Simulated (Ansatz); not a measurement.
Amorphous Ti20O43La2, 65 atoms at 3.90 g/cm³, one PBE-relaxed geometry, zone centre. Methods: PBE, scalar-relativistic without spin-orbit coupling (Ansatz, a quantum-chemistry and plane-wave program); r2SCAN, scalar-relativistic without spin-orbit coupling (Ansatz); HSE06, scalar-relativistic without spin-orbit coupling (Ansatz). Plane waves to 420 eV (r2SCAN 500 eV); exact exchange is cut at the cell's faces. All rungs ran without spin polarisation.

Preparation: random packing, a CHGNet melt and quench, and a DFT relaxation. O atoms were pushed apart under 1.9 Å during the dynamics, to hinder bonds among them. The hot cell started wider than the set density and was brought back towards it in steps. It is the lowest in DFT energy of 2 quenches. It is a model cell: composition and starting density were chosen by hand, and all elements were melted together. No dispersion term was used. Its density started from a set value of 3.90 and ended at 3.90 g/cm³. The simulated quench (nominally 240 K/ps over its main leg) is rapid and tends to freeze in more defects than a deposited or slowly cooled glass has. One small periodic cell is one sample of the glass; other quenches scatter about these values. The volume was held where the preparation left it and the shape relaxed, at a PBE pressure of 0.9 GPa. Stress components on the final sampling reach 0.9 GPa.

The relaxation ran on the zone centre alone. At PBE the gap is 2.67 eV on a 2×2×2 Γ-centred mesh, and the spacing at the zone centre alone 2.77 eV.

Problem. What zone-centre spacing does r2SCAN give, roughly?

Solution. 3.11 eV (+0.34 eV against PBE).

Problem. What zone-centre spacing does HSE06 give, roughly?

Solution. 4.28 eV (+1.51 eV against PBE).

The highest filled and the lowest empty state spread over these numbers of atoms (participation numbers): PBE: 19.7 and 11.5; r2SCAN: 19.1 and 10.6; HSE06: 18.9 and 10.9.
